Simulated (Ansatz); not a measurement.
Take AgI in the rock salt structure (space group Fm-3m, No. 225; a = 5.9847 Å; a cell from a computed database, its experimental status unchecked) as the base.

It is then changed as follows: a negative pressure, −2 GPa.

Levels (all Ansatz, an electronic-structure program, PAW): PBEsol (420 eV, no spin-orbit coupling); HSE06 (420 eV, no spin-orbit coupling).

The geometry is relaxed with PBEsol.

- PBEsol band gap = 0.52 eV

With HSE06 at the same geometry, the band gap rises by 1.24 eV to 1.76 eV.

Single points use the geometry relaxed with PBEsol. The hybrid gap comes from the SCF mesh plus the semilocal run's edge points and a few special points and is an upper bound. Spin-orbit coupling, missing from the scalar runs, can matter with I. Load acts through the strain it causes; cell and atoms are relaxed under it. Stability against distortions was not tested. This is not the structure that AgI has at room temperature and ambient pressure.
